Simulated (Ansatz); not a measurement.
Defect: interstitial K in corundum, charge state +1. The step: several atoms move together, K the farthest; the atom moves 1.97 Å along (0.00, 0.00, 0.15) of the unit cell; at the start the K atom holds a host Al site and a host atom stands off its site; at the end the K atom holds a host Al site and a host atom stands off its site; the moving atom starts with neighbours Al at 2.27, Al at 2.50; 3 O at 2.18, 3 O at 2.26 Å and ends with Al at 2.27, Al at 2.50; 3 O at 2.18, 3 O at 2.26 Å. DFT values are from Ansatz (plane-wave PAW, 420 eV unless said) in a cell of 120 host sites, spin-restricted, static, with no finite-size correction. The charge state is imposed; whether it is stable for some Fermi level was not computed. Sites that were not tried may lie lower. The start lies 0.056 eV above the lowest site run (PBE). For the PBE band: the saddle point's order was not checked, and it lies on a symmetry element of the cell, where a band can be held.

```csv
Level,Forward barrier (eV),Cost of the band or of the saddle's single point
"CHGNet universal potential (has no charge state), its own band",1.69,-
"PBE, the Γ point alone, band relaxed",1.74,very roughly 27 core-minutes
"PBE, a 2×2×2 k-point mesh shifted by half a step along c, same geometries",1.72,very roughly 4 core-minutes
"r2SCAN at 500 eV, the Γ point alone, same geometries",?,very roughly 90 core-seconds
```

Q: What belongs in the gaps?

A: 
- r2SCAN at 500 eV, the Γ point alone, same geometries, Forward barrier (eV): 1.70

Ansatz is a quantum-chemistry and plane-wave program.
